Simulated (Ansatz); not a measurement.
Input and output of a self-consistent single point for Zn3Ir (I4/mmm, 4 atoms in the cell) (Ansatz, a quantum-chemistry and plane-wave program).

Level of theory: PBEsol, PAW files made with PBE (plane waves; Ansatz).

The change in words: lattice scaled by 0.98. Reference geometry:
```
CELL_PARAMETERS angstrom
     -1.85258     1.85258     4.03130
      1.85258    -1.85258     4.03130
      1.85258     1.85258    -4.03130
ATOMIC_POSITIONS crystal
  Zn 0.75000 0.25000 0.50000
  Zn 0.25000 0.75000 0.50000
  Zn 0.50000 0.50000 0.00000
  Ir 0.00000 0.00000 0.00000
```

Reference input (self-consistent single point, DFT, PBEsol, plane waves, PAW files made with PBE): kpoints.mp_grid.grid = 8 8 8; hamiltonian.xc = pbesol; hamiltonian.pseudopotentials = {kind: paw} (an earlier, softer set of the program's PAW files); scf.occupations.method = gaussian; scf.occupations.width = 0.272 eV. This run's input differs from it in these lines:

```diff
@@ -3,5 +3,5 @@
   lattice:
-    - [-1.852575, 1.852575, 4.031298]
-    - [1.852575, -1.852575, 4.031298]
-    - [1.852575, 1.852575, -4.031298]
+    - [-1.815524, 1.815524, 3.950672]
+    - [1.815524, -1.815524, 3.950672]
+    - [1.815524, 1.815524, -3.950672]
   atoms:
```

The program printed (abridged):

```
SCF iter   1: F=—  HF=-21644.362505 eV  |F-HF|=—  |Δ(HF+E_count)|=         —  Δρ=4.62e-2  dr2=1.08e0  ethr=3.10e-3  ⟨swp⟩=5.8  Hψ=8657  notcnv=0
all-band conjugate gradients solve this SCF's bands
preconditioner: auto → Kerker (q_TF=auto, 2.736 Å⁻¹)
SCF iter   2: F=—  HF=-21644.101023 eV  |F-HF|=—  |Δ(HF+E_count)|=   2.61e-1  Δρ=2.05e-2  dr2=1.69e-1  ethr=2.05e-3  ⟨swp⟩=3.0  Hψ=4129  notcnv=0  defer=46
   [... lines left out ...]
SCF iter   7: F=—  HF=-21644.042803 eV  |F-HF|=—  |Δ(HF+E_count)|=   4.73e-5  Δρ=2.51e-4  dr2=1.96e-5  ethr=1.46e-7  ⟨swp⟩=2.0  Hψ=3156  notcnv=0  defer=47
SCF iter   8: F=—  HF=-21644.042799 eV  |F-HF|=—  |Δ(HF+E_count)|=   4.44e-6  Δρ=1.19e-4  dr2=3.98e-6  ethr=3.71e-8  ⟨swp⟩=2.0  Hψ=3105  notcnv=0  defer=47
SCF iter   9: F=—  HF=-21644.042798 eV  |F-HF|=—  |Δ(HF+E_count)|=   2.41e-7  Δρ=2.58e-5  dr2=2.99e-7  ethr=7.51e-9  ⟨swp⟩=2.1  Hψ=2864  notcnv=0  defer=47
SCF iter  10: F=-21644.042798 eV  HF=-21644.042798 eV  |F-HF|=3.70e-9  |Δ(HF+E_count)|=   7.37e-8  Δρ=5.39e-6  dr2=1.24e-8  ethr=1.89e-10  ⟨swp⟩=9.2  Hψ=8532  notcnv=0
SCF 1 converged in 10 iterations: F = -21644.042798 eV  dr2 = 1.24e-8
Free energy (F): -21644.042798 eV
Internal energy: -21643.998920 eV  (E = F + TS)
E sigma→0 (E₀):  -21644.020859 eV
Entropy (-TS):   -0.043879 eV (-10.970 meV/atom)
Fermi energy:    16.311771 eV
--- Forces (eV/Å), atoms counted from 1 ---
  atom   1  Zn     0.00000000     0.00000000     0.00000000
   [... zero for the other atoms too ...]
--- Stress (GPa, compression-positive) ---
        5.602142       0.000000      -0.000000
        0.000000       5.602142      -0.000000
        0.000000       0.000000       5.496703
  P = ⅓ Tr σ = 5.5670 GPa (55.670 kbar)
  The stress holds the Pulay correction. Without it, at fixed plane waves, as pw.x and ABINIT print it: P = 5.4427 GPa
```

The run converged in 10 iterations. Against the reference run the free energy hardly moves (within 1 meV/atom) and the pressure goes from -4.77 to 5.57 GPa.

The starting cell comes from a database of computed structures (which also holds hypothetical and non-ambient phases and stackings), without a prior relaxation at this level. Its lattice was rescaled by a random factor within 2.5 % of one. For this run, on top of that: lattice scaled by 0.98. Spin polarisation is off. With a pressure of about 6 GPa the cell is away from its equilibrium volume at this level. Ansatz's pressure includes its estimate of the finite-basis (Pulay) stress.

Keys are those of Ansatz 0.2.
